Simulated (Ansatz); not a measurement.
Functionals compared on CH3 on the 1x1 (0001) surface of hcp Re, one in a 2x2 cell, started at the site 'bridge Re-Re (span 2.8 Å)', in Ansatz (plane waves, PAW). The structure was relaxed with PBE; the other rows are single points on it, each with its references at the same level. Cutoff 420 eV (500 eV for r2SCAN).

Slab: 20 atoms, 6.5 Å thick at the start under the adsorbate (thin: gaps and levels are the slab's own); k 6x6x1, smearing 0.1 eV, dipole-corrected; 8 atoms held, the rest relaxed; no symmetry held; no spin, no spin-orbit, no U, no dispersion correction. At the end it is bonded to 3 Re. In PBE it is, or lies within 0.03 eV of, the lowest of the starts that converged. These notes are the PBE run's. Adsorption energies are against CH4(g) − ½ H2(g). A negative adsorption energy means that the adsorbate is more stable on the surface than in its reference.

| functional | adsorption energy (eV) | work function of the top face (eV) | change of the work function (eV) | rough cost of the single point |
|---|---|---|---|---|
| PBE | 0.09 | 3.63 | -1.33 | – |
| RPBE | 0.42 | 3.52 | -1.29 | around 5 core-minutes (rough) |
| r2SCAN | ___ | ___ | ___ | about 11 core-minutes (a rough figure) |

Q: What belongs in the gaps?

A: 
- r2SCAN, adsorption energy (eV): -0.12
- r2SCAN, work function of the top face (eV): 3.64
- r2SCAN, change of the work function (eV): -1.36

Ansatz is a program for electronic structure.
